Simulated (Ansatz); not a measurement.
Formation energy of TaSi2 (P6₂22) from the elements: levels of theory

We look at the formation energy of TaSi2 (P6₂22) from the elements. Reaction: 2 Si (diamond) + Ta (bcc) → TaSi2 (P6₂22). The sign is products less reactants. The value is per atom of the solid.

TaSi2 (P6₂22), 9 atoms in the cell. Conventional cell: a = b = 4.8053 Å, c = 6.5979 Å, α = β = 90.00°, γ = 120.00°.

Ansatz (a first-principles code) with PAW potentials; structures come from PBE relaxations, nuclei static, no net charge. Ansatz runs with its default PAW set. Other levels take these structures, unless marked own geometry. The lattices are those relaxed with PBE, so at other levels the solids can be strained, which adds to the spread. A dispersion term (D3(BJ), or D4 for r2SCAN) was computed beside these levels and is taken off wherever the name lacks it. The runs are scalar-relativistic, without spin-orbit coupling.

| Method | value (eV/atom) |
|---|---|
| PBE | -0.48 |
| PBE+D3(BJ) | [?] |
| LDA | -0.57 |
| PBEsol | -0.58 |
| RPBE | -0.45 |
| r2SCAN+D4 | -0.49 |
| r2SCAN (own geometry) | -0.46 |

Question: What belongs in the gaps?

Answer: 
- PBE+D3(BJ), value (eV/atom): -0.60

The levels shown span 0.15 eV/atom, from PBE+D3(BJ) (-0.60) to RPBE (-0.45).

Rough cost of one single point on TaSi2 (P6₂22), against PBEsol's on the same shared machine and with each level's own mesh and cutoff: r2SCAN about 2 times.
